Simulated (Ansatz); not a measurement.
The starting structures come from a database of crystals and need not be the phases stable at ambient conditions.

 Where the default PAW files enter, the runs use the earlier of Ansatz's two default sets.

By PBEsol, the system below comes out a metal.

Input:

```
CELL_PARAMETERS angstrom
      2.99075     0.00000     0.00000
      0.00000    11.46140     0.00000
      1.49538     0.00000     2.51236
ATOMIC_POSITIONS crystal
  Nb 0.66667 0.12285 0.66667
  Nb 0.33333 0.87715 0.33333
  Nb 0.33333 0.62285 0.33333
  Nb 0.66667 0.37715 0.66667
  N  0.00000 0.00000 0.00000
  N  0.00000 0.50000 0.00000
  N  0.66667 0.75000 0.66667
  N  0.33333 0.25000 0.33333
```

Space group of this cell: Cmcm. The cell is strained (lengths along the current scaled by 0.97, ions clamped); by PBEsol its mean pressure is -5.5 GPa.

The current flows along the normal of the first two printed cell vectors. No spin-orbit coupling; the value is a mean over 0.1 eV about the Fermi level.

### Question
Compute, with PBEsol in Ansatz (a program for electronic structure), the ballistic conductance per area.

### Answer
0.59 × 10¹⁵ S/m² for both spins.
